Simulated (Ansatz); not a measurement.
## Pressure series in WSe2

Start from WSe₂ in the 2H-MoS2 type structure (space group P6_3/mmc, No. 194; a = 3.2305 Å, c = 12.4113 Å; layered, stacked along the Cartesian z axis).

Cell and atoms are relaxed at each pressure.

Calculations: PBEsol-D3(BJ) (Ansatz, a quantum-chemistry and plane-wave program), scalar-relativistic without spin-orbit coupling.

```
change            lattice parameter a  band gap
----------------  -------------------  --------
base                          3.231 Å   0.67 eV
pressure −2 GPa               3.252 Å   0.80 eV
pressure −1 GPa               3.241 Å   0.73 eV
pressure 3 GPa                3.203 Å   0.54 eV
pressure 7 GPa                      …         …
pressure 15 GPa               3.115 Å   0.18 eV
pressure 30 GPa               3.035 Å      zero
pressure 50 GPa               2.953 Å      zero
pressure 75 GPa               2.874 Å      zero
pressure 100 GPa                    …      zero
```

**Question.** Fill in the withheld entries from the trend.

**Answer.** 
- pressure 7 GPa, lattice parameter a: 3.170 Å
- pressure 7 GPa, band gap: 0.40 eV
- pressure 100 GPa, lattice parameter a: 2.811 Å

The mesh was chosen for an insulator and is coarse for the gapless case. Spin-orbit coupling, missing from the scalar runs, can matter with W. Load acts through the strain it causes; cell and atoms are relaxed under it. No phonon test of stability was made. No other phases were tried under pressure. The final runs are not spin-polarised. The zero or small gap of WSe2 under pressure 15 GPa, WSe2 under pressure 30 GPa and WSe2 under pressure 50 GPa can change with the level of theory.
